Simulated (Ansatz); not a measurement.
Base system: CdS in the zinc blende structure (space group F-43m, No. 216; a = 5.878 Å).

Level of theory: Ansatz (a quantum-chemistry and plane-wave program), r2SCAN, PAW, cutoff 500 eV, no spin-orbit coupling.

One change was made to it. Results:

The band gap increases by 0.21 eV to 1.75 eV; the lattice parameter a shrinks by 0.181 Å (5.878 Å → 5.697 Å); the hole mass (degenerate bands, along [100]) changes from 0.16, 0.78, 0.78 mₑ (at Γ) to 0.18, 0.69, 0.69 mₑ (at Γ).

### Question
Name the change that was made.
(A) pressure 30 GPa
(B) pressure −2 GPa
(C) pressure 7 GPa
(D) pressure 15 GPa

### Answer
C, pressure 7 GPa. For comparison, the band gap in the other runs: pressure 30 GPa gives 2.08 eV; pressure −2 GPa gives 1.46 eV; pressure 15 GPa gives 1.90 eV.

Load acts through the strain it causes; cell and atoms are relaxed under it. Masses are band curvatures over ±0.01 Å⁻¹ around the edge. Whether these cells are dynamically stable was not tested. Tetrahedral semiconductors of this kind turn to denser phases somewhere between about 1 and 50 GPa; those were not computed, so compressed cells here can lie past the real transition.
